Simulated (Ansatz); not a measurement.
The structure below was relaxed with PBEsol (Ansatz, a quantum-chemistry and plane-wave program, PAW, without spin-orbit coupling), at pressure 10 GPa.

```
WO3
1.0
    7.25415     0.00000     0.00000
   -3.62707     6.28228     0.00000
    0.00000     0.00000     3.74963
W O
3 9
Cartesian
  1.81354   3.14114   0.00000
 -1.81354   3.14114   0.00000
  3.62707   0.00000   0.00000
  0.00000   2.65511   0.00000
  3.62707   3.62717   0.00000
  4.95476   1.32755   0.00000
 -1.32768   4.95472   0.00000
  1.32768   4.95472   0.00000
  2.29939   1.32755   0.00000
 -1.81354   3.14114   1.87481
  3.62707   0.00000   1.87481
  1.81354   3.14114   1.87481
```

Problem. Find the space group and the Wyckoff positions.

Solution. Space group P6/mmm (No. 191); a = 7.254 Å, b = 7.254 Å, c = 3.750 Å, α = 90.00°, β = 90.00°, γ = 120.00°

```tsv
atom	site	symmetry	x	y	z
W	3f	mmm	0.0000	0.5000	0.0000
O	6l	mm2	0.2113	0.4226	0.0000
O	3g	mmm	0.5000	0.5000	0.5000
```

Load acts through the strain it causes; cell and atoms are relaxed under it. No phonon test of stability was made. Competing high-pressure phases were not computed. The cell was made from WO$_{3}$ (space group P6/mmm, No. 191) by this change: pressure 10 GPa.
